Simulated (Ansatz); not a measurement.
Base system: ZnS in the wurtzite structure (space group P6_3mc, No. 186; a = 3.8070 Å, c = 6.2462 Å). Axes: x lies along a and z along c of the hexagonal cell.

Level of theory: r2SCAN (Ansatz, a first-principles code, PAW, scalar-relativistic without spin-orbit coupling), earlier PAW set.

Strains are applied to the cell and any free atomic positions relax; under biaxial strain the out-of-plane vector relaxes too; under stress the whole cell relaxes.

One change was made to it. Results:

The valence-band top at Γ (three highest levels, from the VBM) changes from 0.00, 0.00, -0.08 eV to 0.00, -0.09, -0.27 eV; the volume per atom goes up by 0.43 Å³, from 19.60 Å³ to 20.03 Å³; the band gap falls by 0.216 eV to 2.56 eV.

Which change produced these results?
A) uniaxial strain ε_xx = +4.55 %
B) uniaxial stress, 5 GPa tension along x
C) biaxial strain +3.15 %, plane normal [001], relaxed out of plane
D) isotropic strain +5.88 %
E) tensor shear ε_xy = +3.10 %

B, uniaxial stress, 5 GPa tension along x. For comparison, the valence-band top at Γ in the other runs: uniaxial strain ε_xx = +4.55 % gives 0.00, -0.06, -0.16 eV; isotropic strain +5.88 % gives 0.00, 0.00, -0.05 eV; biaxial strain +3.15 %, plane normal [001], relaxed out of plane gives 0.00, -0.12, -0.12 eV; tensor shear ε_xy = +3.10 % gives 0.00, -0.22, -0.27 eV.

Beyond what the load breaks, stability against distortions was not tested.
